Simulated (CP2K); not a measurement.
A series of runs on Li (Im-3m, 1 atom in the cell)

```
Li
1.0
    3.00951     0.00000     0.00000
   -1.00317     2.83739     0.00000
   -1.00317    -1.41870     2.45725
Li
1
Direct
  0.00000   0.00000   0.00000
```

Base run A: CP2K with PBE, GPW, DZVP-MOLOPT-SR-GTH basis, GTH-PBE potentials (GTH_POTENTIALS), self-consistent single point.

Its settings: CUTOFF = 400 Ry; REL_CUTOFF = 50 Ry; SMEAR/METHOD = MARZARI_VANDERBILT; SIGMA = 0.272 eV; KPOINTS/SCHEME = MONKHORST-PACK 11 11 11; XC_FUNCTIONAL = PBE; Li/BASIS_SET = DZVP-MOLOPT-SR-GTH-q3; Li/POTENTIAL = GTH-PBE-q3; METHOD = GPW; EPS_DEFAULT = 1e-11; NGRIDS = 4; SCF_GUESS = ATOMIC; EPS_SCF = 1e-07; MAX_SCF = 100; ADDED_MOS = 4; MIXING/METHOD = BROYDEN_MIXING; MIXING/ALPHA = 0.2; MIXING/NBUFFER = 12; MIXING/BETA = 1 1/bohr.

The starting cell comes from a database of computed structures (which also holds hypothetical and non-ambient phases and stackings), without a prior relaxation at this level. Its lattice was rescaled by a random factor within 2.5 % of one. Values carry the incompleteness of an atom-centred basis.

A dash stands where there is no value to compare (another energy zero or no entropy term, no result, no spin, no clean gap, or a mesh too coarse for one). 

Run A gave: pressure (GPa) 0.00.

Runs:
- B: PAIR_POTENTIAL/TYPE: default → DFTD2; REFERENCE_FUNCTIONAL: default → PBE; R_CUTOFF: default → 15 angstrom [PBE-D2]
- C: PAIR_POTENTIAL/TYPE: default → DFTD3; REFERENCE_FUNCTIONAL: default → PBE; R_CUTOFF: default → 15 angstrom [PBE-D3(0)]
- D: XC_FUNCTIONAL: PBE → GGA_X_RPBE + GGA_C_PBE; PAIR_POTENTIAL/TYPE: default → DFTD3; REFERENCE_FUNCTIONAL: default → RPBE; R_CUTOFF: default → 15 angstrom [RPBE-D3(0)]
- E: PAIR_POTENTIAL/TYPE: default → DFTD3(BJ); REFERENCE_FUNCTIONAL: default → PBE; R_CUTOFF: default → 15 angstrom [PBE-D3(BJ)]
- F: XC_FUNCTIONAL: PBE → PBE:REVPBE; PAIR_POTENTIAL/TYPE: default → DFTD3(BJ); REFERENCE_FUNCTIONAL: default → revPBE; R_CUTOFF: default → 15 angstrom [revPBE-D3(BJ)]
- G: PAIR_POTENTIAL/TYPE: default → DFTD3(BJ); REFERENCE_FUNCTIONAL: default → PBE; R_CUTOFF: default → 15 angstrom; CALCULATE_C9_TERM: default → T [PBE-D3(BJ)+ATM]
- H: XC_FUNCTIONAL: PBE → PBE:PBESOL; PAIR_POTENTIAL/TYPE: default → DFTD3(BJ); REFERENCE_FUNCTIONAL: default → PBEsol; R_CUTOFF: default → 15 angstrom; CALCULATE_C9_TERM: default → T [PBEsol-D3(BJ)+ATM]

What does run G change against A?

The pressure goes from 0.00 to -1.17 GPa.

What does run C change against A?

The pressure goes from 0.00 to -0.63 GPa.

```tsv
run	pressure (GPa)	dispersion energy (eV/atom)
A	0.00	–
B	-1.58	-0.103
C	-0.63	-0.096
D	0.20	-0.170
E	-1.23	-0.163
F	-1.72	-0.318
G	-1.17	-0.159
H	-1.09	-0.139
```
